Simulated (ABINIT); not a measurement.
# ABINIT run on CdF2 (Fm-3m, 3 atoms in the cell): self-consistent single point

Method of the run: PBE, PAW (JTH v2.0 PBE PAW) (plane waves; ABINIT).

Input:

```
# CdF2, JTH v2.0 PBE PAW
pp_dirpath "./"
pseudos "Cd.GGA_PBE-JTH.xml, F.GGA_PBE-JTH.xml"
acell 3*1.0 Angstrom
rprim
        -0.0000000000    2.6918780000    2.6918780000
         2.6918780000    0.0000000000    2.6918780000
         2.6918780000    2.6918780000   -0.0000000000
natom 3
ntypat 2
znucl 48 9
typat 1 2 2
xcart
         0.0000000000    0.0000000000    0.0000000000
         1.3459390000    1.3459390000    1.3459390000
         4.0378170000    4.0378170000    4.0378170000
      Angstrom
ecut 653 eV
pawecutdg 1306 eV
pawxcdev 0
occopt 1
nband 16
kptopt 1
ngkpt 7 7 7
nshiftk 1
shiftk 0 0 0
nstep 100
tolvrs 1.0e-10
diemac 6
prtwf 0
prtden 0
prtvol 1
```

The program printed (abridged):

```
 Symmetries : space group Fm -3 m (#225); Bravais cF (face-center cubic)

 -outvars: echo values of preprocessed input variables --------
            acell      1.8897261329E+00  1.8897261329E+00  1.8897261329E+00 Bohr
           diemac      6.00000000E+00
             ecut      2.39973095E+01 Hartree
              ixc     -101130
         kptrlatt        7    0    0      0    7    0      0    0    7
          kptrlen      5.03578616E+01
            natom           3
            nband          16
            ngfft          32      32      32
          ngfftdg          48      48      48
             nkpt          20
            nstep         100
             nsym          48
           ntypat           2
        pawecutdg      4.79946190E+01 Hartree
         pawxcdev           0
            rprim     -0.0000000000E+00  2.6918780000E+00  2.6918780000E+00
                       2.6918780000E+00  0.0000000000E+00  2.6918780000E+00
                       2.6918780000E+00  2.6918780000E+00 -0.0000000000E+00
          spgroup         225
           tolvrs      1.00000000E-10
            typat      1  2  2
           useylm           1
             xred      0.0000000000E+00  0.0000000000E+00  0.0000000000E+00
                       2.5000000000E-01  2.5000000000E-01  2.5000000000E-01
                       7.5000000000E-01  7.5000000000E-01  7.5000000000E-01
            znucl       48.00000    9.00000

== DATASET  1 ==================================================================

 Real(R)+Recip(G) space primitive vectors, cartesian coordinates (Bohr,Bohr^-1):
 R(1)=  0.0000000  5.0869122  5.0869122  G(1)= -0.0982915  0.0982915  0.0982915
 R(2)=  5.0869122  0.0000000  5.0869122  G(2)=  0.0982915 -0.0982915  0.0982915
 R(3)=  5.0869122  5.0869122  0.0000000  G(3)=  0.0982915  0.0982915 -0.0982915
 Unit cell volume ucvol=  2.6326476E+02 bohr^3
 Angles (23,13,12)=  6.00000000E+01  6.00000000E+01  6.00000000E+01 degrees

 Coarse grid specifications (used for wave-functions):

 getcut: wavevector=  0.0000  0.0000  0.0000  ngfft=  32  32  32
         ecut(hartree)=     23.997   => boxcut(ratio)=   2.01713

 Fine grid specifications (used for densities):

 getcut: wavevector=  0.0000  0.0000  0.0000  ngfft=  48  48  48
         ecut(hartree)=     47.995   => boxcut(ratio)=   2.13949

   9.68869928E+02                                ecore*ucvol(ha*bohr**3)

_setup2: Arith. and geom. avg. npw (full set) are    1478.504    1478.476

--- !BeginCycle
solver: {iscf: 17, nstep: 100, nline: 4, wfoptalg: 10, }
tolerances: {tolvrs: 1.00E-10, }
...

     iter   Etot(hartree)      deltaE(h)  residm     nres2
 ETOT  1  -96.305688773859    -9.631E+01 3.630E-01 2.994E+01
 ETOT  2  -96.410627325553    -1.049E-01 1.085E-01 1.442E+01
 ETOT  3  -96.401737877286     8.889E-03 5.124E-02 9.794E-01
 ETOT  4  -96.403530812438    -1.793E-03 6.497E-03 4.027E-01
 ETOT  5  -96.405043230851    -1.512E-03 2.020E-01 6.708E-03
 ETOT  6  -96.405065264007    -2.203E-05 4.918E-02 1.013E-03
 ETOT  7  -96.405073449075    -8.185E-06 7.436E-02 6.743E-05
 ETOT  8  -96.405073540753    -9.168E-08 5.595E-02 1.025E-05
 ETOT  9  -96.405073757913    -2.172E-07 3.653E-02 1.392E-06
 ETOT 10  -96.405073809693    -5.178E-08 5.027E-02 8.093E-08
 ETOT 11  -96.405073829559    -1.987E-08 3.064E-02 9.257E-09
 ETOT 12  -96.405073836860    -7.301E-09 3.200E-02 7.453E-11

 At SCF step   12       nres2   =  7.45E-11 < tolvrs=  1.00E-10 =>converged.

 Cartesian components of stress tensor (hartree/bohr^3)
  sigma(1 1)= -1.72960725E-04  sigma(3 2)=  0.00000000E+00
  sigma(2 2)= -1.72960725E-04  sigma(3 1)=  0.00000000E+00
  sigma(3 3)= -1.72960725E-04  sigma(2 1)=  0.00000000E+00

 ----iterations are completed or convergence reached----

 reduced coordinates (array xred) for    3 atoms
       0.000000000000      0.000000000000      0.000000000000
       0.250000000000      0.250000000000      0.250000000000
       0.750000000000      0.750000000000      0.750000000000
 cartesian forces (eV/Angstrom) at end:
    1     -0.00000000000000     0.00000000000000    -0.00000000000000
    2     -0.00000000000000    -0.00000000000000     0.00000000000000
    3      0.00000000000000    -0.00000000000000     0.00000000000000
 frms,max,avg= 2.1847662E-29 3.8985747E-29   0.000E+00  0.000E+00  0.000E+00 e/A
 length scales=  1.889726132886  1.889726132886  1.889726132886 bohr
              =  1.000000000000  1.000000000000  1.000000000000 angstroms
 Fermi (or HOMO) energy (hartree) =   0.04802   Average Vxc (hartree)=  -0.36630
 Eigenvalues (hartree) for nkpt=  20  k points:
 kpt#   1, nband= 16, wtk=  0.00292, kpt=  0.0000  0.0000  0.0000 (reduced coord)
  -0.71530   -0.67471   -0.15613   -0.15613   -0.15613   -0.11136   -0.11136    0.01373
   0.01373    0.01373    0.03233    0.03233    0.03233    0.16340    0.51665    0.51665
 prteigrs : prtvol=0 or 1, do not print more k-points.

--- !EnergyTerms
comment             : Components of total free energy in Hartree
kinetic             :  3.22441736085162E+01
hartree             :  2.38021075027399E+01
xc                  : -9.94818054346830E+00
Ewald energy        : -7.30197844609396E+01
psp_core            :  3.68021130186374E+00
local_psp           : -7.53680056977846E+01
spherical_terms     :  2.20440404365568E+00
total_energy        : -9.64050742454169E+01
total_energy_eV     : -2.62331548134384E+03
...

-Cartesian components of stress tensor (GPa)         [Pressure=  5.0887E+00 GPa]
- sigma(1 1)= -5.08867937E+00  sigma(3 2)=  0.00000000E+00
- sigma(2 2)= -5.08867937E+00  sigma(3 1)=  0.00000000E+00
- sigma(3 3)= -5.08867937E+00  sigma(2 1)=  0.00000000E+00

 Calculation completed.
```

The run converged in 12 iterations.

The starting cell comes from a database of computed structures (which also holds hypothetical and non-ambient phases and stackings), without a prior relaxation at this level. Its lattice was rescaled by a random factor within 2.5 % of one. With a pressure of about 5 GPa the cell is away from its equilibrium volume at this level.

Cost on one core of a shared machine: roughly 30 s.
